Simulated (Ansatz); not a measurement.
Consider TiN in the rock salt structure (space group Fm-3m, No. 225; a = 4.2045 Å; relaxed with 0.1 eV smearing). Axes: x, y, z lie along the cube axes.

All numbers come from Ansatz (a quantum-chemistry and plane-wave program), PBEsol, PAW, cutoff 420 eV, no SOC.

Now apply this change: uniaxial stress, 2 GPa tension along x, with the cell and atoms free to relax against it.

Task: Estimate the effect on the strain response.

Result: The strain response (xx, yy, zz) comes out as (+0.34, −0.06, −0.06) %.

Stability under load was not tested beyond the relaxation. The base started in Pnma and relaxed to Fm-3m at this level. The final runs are not spin-polarised. An odd electron count without spin: TiN.
